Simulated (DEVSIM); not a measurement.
Device: Schottky contact on n-type InP, at 300 K.

```
layer (left to right)  material  thickness (μm)  Nd (cm⁻³)  τn (s)  τp (s)
---------------------  --------  --------------  ---------  ------  ------
1                           InP           0.510       6e16  7.9e-8  7.9e-8
```

Left contact: Schottky, work function 5.1 eV, emission velocity 2e6 cm/s. Right contact: ohmic. Voltage is applied to the left contact. Recombination: SRH at mid-gap, Auger. Mobility is constant in doping.

Constants are typed, rounded textbook-type inputs, not results; the design itself was drawn at random and stands for no fabricated device. Values at 300 K; Nc and Nv go as T^1.5, mobilities as T to minus their exponent, the gap by Varshni's rule with the affinity fixed.

```
parameter              InP
----------------  --------
gap (eV)             1.344
affinity (eV)         4.38
permittivity          12.5
Nc (cm⁻³)           5.7e17
Nv (cm⁻³)           1.1e19
μn (cm²/Vs)           5200
μp (cm²/Vs)            170
T exponent of μn         2
T exponent of μp         2
Cn (cm⁶/s)           9e-31
Cp (cm⁶/s)           9e-31
Varshni α (eV/K)  0.000363
Varshni β (K)          162
```

Simulated with DEVSIM: 1D drift-diffusion, Boltzmann statistics, complete ionisation; no tunnelling, impact ionisation, image-force lowering or self-heating. Metal contacts follow the ideal Schottky-Mott rule: no Fermi-level pinning, no interface dipoles.

The temperature was swept, all else fixed.

```csv
temperature (K),potential step across the device at zero bias (V),dark forward voltage at 1 A/cm² (V),largest field in the device at zero bias (V/cm),dark forward voltage at 100 A/cm² (V)
250,0.677,0.465,110000,0.564
300,0.662,0.407,100000,0.526
350,0.645,0.348,100000,0.487
400,0.628,0.288,100000,0.447
450,0.609,0.227,99000,0.406
500,0.590,0.167,97000,0.365
```

From the first row to the last the potential step across the device at zero bias goes from 0.677 to 0.590. From the first row to the last the dark forward voltage at 1 A/cm² goes from 0.465 to 0.167.
